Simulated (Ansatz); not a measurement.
Start from Ga2O3 (space group C2/m, No. 12).

```
Ga2O3
1.0
    6.22762    -1.54173     0.00000
    6.22762     1.54173     0.00000
   -1.39233     0.00000     5.71032
Ga O
4 6
Cartesian
  0.01334   0.00000   4.53800
 11.04958   0.00000   1.17231
  7.76436   0.00000   1.79396
  3.29855   0.00000   3.91636
  1.88423   0.00000   0.62349
  9.17868   0.00000   5.08683
  1.37777   0.00000   3.22268
  9.68515   0.00000   2.48764
  5.82074   0.00000   1.46590
  5.24218   0.00000   4.24441
```

Level of theory: DFT with PBE, PAW potentials and a 420 eV plane-wave cutoff in Ansatz (an electronic-structure program), scalar-relativistic without spin-orbit coupling.

It is then changed as follows: an isotropic linear strain of +4.69 %; the atoms relax in the strained cell.

Problem. What happens to the energy relative to the base and valence-band top at Γ?

Solution. The energy rises by 92 meV/atom; the valence-band top at Γ (three highest levels, from the VBM) is 0.00, -0.27, -0.33 eV.

The levels and masses belong to the bands next to the band gap. Whether these cells are dynamically stable was not tested.
